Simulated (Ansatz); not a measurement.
## Al: isotropic strain +1.00 %

Take Al in the fcc (Cu type) structure (space group Fm-3m, No. 225; a = 4.015 Å; relaxed with 0.1 eV smearing) as the base.

It is then changed as follows: an isotropic linear strain of +1.00 %, atoms relaxed at fixed cell.

The values are results of PBEsol (Ansatz, a program for electronic structure; PAW; 420 eV plane waves; scalar-relativistic without spin-orbit coupling), not measurements. k-mesh 28×28×28 (Γ-centred); smearing 0.1 eV (Fermi–Dirac).

| quantity | base | changed | shift |
|---|---|---|---|
| volume per atom | 16.19 Å³ | 16.68 Å³ | +0.49 Å³ |
| space group | Fm-3m (No. 225) | Fm-3m (No. 225) | – |
| shortest interatomic distance | 2.839 Å | 2.868 Å | +0.0284 Å |
| energy relative to the base (free energy F) | 0 meV/atom | +3.6 meV/atom | +3.6 meV/atom |
| pressure | 0.0 GPa | -2.3 GPa | -2.3 GPa |
| band gap | zero | zero | – |

Final structure:

```yaml
crystal:
  lattice:
    - [0.00000, 2.02781, 2.02781]
    - [2.02781, 0.00000, 2.02781]
    - [2.02781, 2.02781, 0.00000]
  atoms:
    - { symbol: Al, position: [0.00000, 0.00000, 0.00000] }
```

No phonon test of stability was made.
